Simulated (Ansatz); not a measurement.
# Pressure series in MoTe2

Consider MoTe₂ (space group P6_3/mmc, No. 194; a = 3.497 Å, c = 13.696 Å; layered, stacked along the Cartesian z axis).

Cell and atoms are relaxed at each pressure.

Method: PBE-D3(BJ) (Ansatz, an electronic-structure program, PAW, no spin-orbit coupling).

Candidates:
(a) pressure 7.5 GPa
(b) pressure 1.5 GPa
(c) pressure −2 GPa
(d) pressure 0.7 GPa
(e) pressure 5 GPa

Before the change:

```
Item       Result
--------  -------
Band gap  0.60 eV
```

Problem. Order them by band gap, lowest first.

Solution. (a) pressure 7.5 GPa (zero), (e) pressure 5 GPa (0.19 eV), (b) pressure 1.5 GPa (0.46 eV), (d) pressure 0.7 GPa (0.54 eV), (c) pressure −2 GPa (0.80 eV)

With Te present, leaving out spin-orbit coupling can change the band edges. Load acts through the strain it causes; cell and atoms are relaxed under it. Stability against distortions was not tested. No other phases were tried under pressure. All final runs are without spin polarisation. Gaps under 0.05 eV, about the width of the smearing, are given as zero. The D3 term's C6 switches between coordination references near this geometry, which can add small steps to energies. A zero or small gap of MoTe2 under pressure 7.5 GPa and MoTe2 under pressure 5 GPa can be the functional's error rather than a property of the material.
